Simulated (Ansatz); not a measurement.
Start from SrTiO3 (space group I4/mcm, No. 140; a = 5.4873 Å, c = 7.8087 Å). Axes: x, y, z lie along a, b, c of the conventional cell.

Computed with DFT with PBEsol, PAW potentials and a 420 eV plane-wave cutoff in Ansatz (a quantum-chemistry and plane-wave program), no SOC.

Before the change:

The band gap comes out as 1.97 eV. The smallest direct gap is 1.98 eV. The volume per atom is 11.76 Å³.

The change: uniaxial stress, 0.5 GPa tension along x, with the cell and atoms free to relax against it.

Question: Estimate the effect on the energy relative to the base, band gap, smallest direct gap and volume per atom.

Answer: The energy hardly moves; the band gap is nearly the same (1.97 eV against 1.96 eV); the smallest direct gap decreases by 0.01 eV, from 1.98 eV to 1.97 eV; the volume per atom is nearly the same (11.76 Å³ against 11.77 Å³).

Load acts through the strain it causes; cell and atoms are relaxed under it. Beyond what the load breaks, stability against distortions was not tested. All final runs are without spin polarisation. This is not the structure that SrTiO3 has at room temperature and ambient pressure.
